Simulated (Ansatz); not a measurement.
## O interstitial started at a bond centre in 3C silicon carbide

These are PBE, PAW (plane waves to 420 eV; Ansatz, a first-principles code) values and carry that method's errors. Cell: 64 sites, 2×2×2; final energies on a 2×2×2 shifted mesh. Site at the start: bond centre of Si and C, 1.90 Å. Finite-size correction: monopole term and site-potential alignment. Dielectric constants: PBE linear response of the host. Host gap at this level: 1.37 eV. A cell of this size leaves errors of a few tenths of an eV. PBE underestimates the host's gap, which shifts levels and can delocalise carriers. Spin–orbit coupling is left out. Each state is the lowest found from its start.

Formation energies E_f are given with the Fermi level at the valence-band maximum. Chemical conditions: C-rich (Δμ(O) = -3.97 eV, bounded by alpha cristobalite; only phases computed here count, gases as isolated molecules at 0 K); Si-rich (Δμ(O) = -4.17 eV, bounded by alpha cristobalite; only phases computed here count, gases as isolated molecules at 0 K). Reference phases: O: O2 molecule in a box.

The name describes the start; the neighbours show where the added atom ended.

```json
[
 {"charge": "+1*", "moment (μB)": "fractional", "largest move off a lattice site (Å)": "0.47", "neighbours of the added atom at the end (Å)": "C 1.37, Si 1.61, Si 2.12, C 2.48, C 2.48", "image correction with alignment (eV)": "–", "E_f, C-rich (eV)": "–", "E_f, Si-rich (eV)": "–"},
 {"charge": "0", "moment (μB)": "not spin-polarised", "largest move off a lattice site (Å)": "0.46", "neighbours of the added atom at the end (Å)": "C 1.40, Si 1.59, Si 2.28, Si 2.32, C 2.32", "image correction with alignment (eV)": "0.00", "E_f, C-rich (eV)": "5.26", "E_f, Si-rich (eV)": "5.46"},
 {"charge": "−1*", "moment (μB)": "1.0", "largest move off a lattice site (Å)": "0.48", "neighbours of the added atom at the end (Å)": "C 1.40, Si 1.60, Si 2.31, C 2.32, Si 2.33", "image correction with alignment (eV)": "–", "E_f, C-rich (eV)": "–", "E_f, Si-rich (eV)": "–"}
]
```

* At this level the carrier isn't localised at the defect: at charge +1 holes occupy the valence band; at charge −1 electrons occupy the conduction band. Such a state is shallow or no state of the defect, and this cell gives it no level.

Starting moments that weren't kept: charge +1 began with 1 μB and ended with 0.5.

Flagged in the runs: a doubtful potential alignment, a strain field that reaches the edge of the cell.
